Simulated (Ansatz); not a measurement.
# Amorphous Hf12La4O30

A CHGNet melt-quench gave the starting glass, which DFT then relaxed. O atoms were pushed apart under 1.9 Å during the dynamics, to hinder bonds among them. The hot cell started wider than the set density and was brought back towards it in steps. It is the lowest in DFT energy of 2 quenches. It is a model cell: composition and starting density were chosen by hand, and all elements were melted together. No dispersion term was used.

Methods: PBE, scalar-relativistic without spin-orbit coupling (Ansatz, a first-principles code); r2SCAN, scalar-relativistic without spin-orbit coupling (Ansatz); HSE06, scalar-relativistic without spin-orbit coupling (Ansatz). Geometry, pressure, stress and energy are those of the PBE run. Its sampling: a 2×2×2 Γ-centred mesh; Fermi-Dirac width 0.02 eV; no spin polarisation. Other functionals are single points at the zone centre (r2SCAN at 500 eV; exact exchange cut at the cell's faces), free to take moments where seeds were set.

| Item | Result |
|---|---|
| Number of atoms in the cell | 46 |
| Density (volume relaxed, without dispersion) | 8.40 g/cm³ |
| Volume per atom | 92.1 bohr³ |
| Pressure on a 2×2×2 Γ-centred mesh | 0.00 GPa |
| Largest force and stress component on that mesh (the relaxation ran on one k-point at (1/4, 1/4, 1/4)) | 0.02 eV/Å and 1.5 GPa |
| Energy relative to HfO2 (P2_1/c) + hexagonal La2O3 (lowest mix at this level among the phases computed, not always the ambient ones) | 0.107 eV/atom |
| Gap on a 2×2×2 Γ-centred mesh (PBE) | 4.06 eV |
| Gap at the zone centre (PBE) | 4.10 eV |
| Gap at the zone centre (r2SCAN) | 4.56 eV |
| Gap at the zone centre (HSE06) | 5.71 eV |

Neighbours within Hf-Hf 3.34 Å, Hf-La 3.65 Å, Hf-O 2.58 Å, La-La 3.96 Å, La-O 3.00 Å, O-O 1.58 Å count as bonded. Two cations that share two anions don't count as bonded, nor two that share one unless they lie closer than Hf-Hf 3.25 Å, Hf-La 3.55 Å, La-La 3.85 Å.

```yaml
Mean coordination of Hf by anions: 6.42 (7 with 6, 5 with 7)
Mean coordination of La by anions: 7.25 (3 with 7, 1 with 8); 2 close contacts or bonds to cations besides
Mean coordination of O: 3.53 (14 with 3, 16 with 4)
Mean Hf-O bond: 2.149 Å (spread 0.100 Å, 77 counted)
Mean La-O bond: 2.546 Å (spread 0.191 Å, 29 counted)
```

Its density started from a set value of 8.54 g/cm³. The simulated quench (nominally 280 K/ps over its main leg) is rapid and tends to freeze in more defects than a deposited or slowly cooled glass has. A cell of this size samples the disorder only roughly. The volume was free in the relaxation, at fixed shape. Stress components on the final sampling reach 1.5 GPa.
